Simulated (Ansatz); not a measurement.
Effect of pressure 15 GPa on NiSi2

Base system: NiSi₂ (space group Fm-3m, No. 225; a = 5.445 Å; non-magnetic).

Perturbation: cell and atoms relaxed at a pressure of 15 GPa.

All numbers come from Ansatz (a first-principles code) PBE, no spin-orbit coupling. k-mesh 15×15×15 (Γ-centred); smearing 0.05 eV (Fermi–Dirac).

The volume per atom falls by 1.085 Å³ (13.45 Å³ → 12.36 Å³) and the density increases by 0.41 g/cm³ (4.73 g/cm³ → 5.14 g/cm³). The lattice parameter a shrinks by 0.1505 Å (5.445 Å → 5.294 Å) and the shortest interatomic distance drops by 0.0652 Å (2.358 Å → 2.292 Å). The enthalpy H = E + PV relative to the base's energy amounts to +1.20 eV/atom and the band gap is still zero.

Final structure:

```yaml
crystal:
  lattice:
    - [0.00000, 2.64701, 2.64701]
    - [2.64701, 0.00000, 2.64701]
    - [2.64701, 2.64701, 0.00000]
  atoms:
    - { symbol: Ni, position: [0.00000, 0.00000, 0.00000] }
    - { symbol: Si, position: [0.25000, 0.25000, 0.25000] }
    - { symbol: Si, position: [0.75000, 0.75000, 0.75000] }
```

Cost of the whole job for the changed cell (relaxation, final SCF and bands): about 40 core-seconds (a rough figure).

Load acts through the strain it causes; cell and atoms are relaxed under it. Whether these cells are dynamically stable was not tested. Competing high-pressure phases were not computed. Starting moments died away, wholly or in part, for the base; another magnetic solution may exist. All final runs are without spin polarisation.
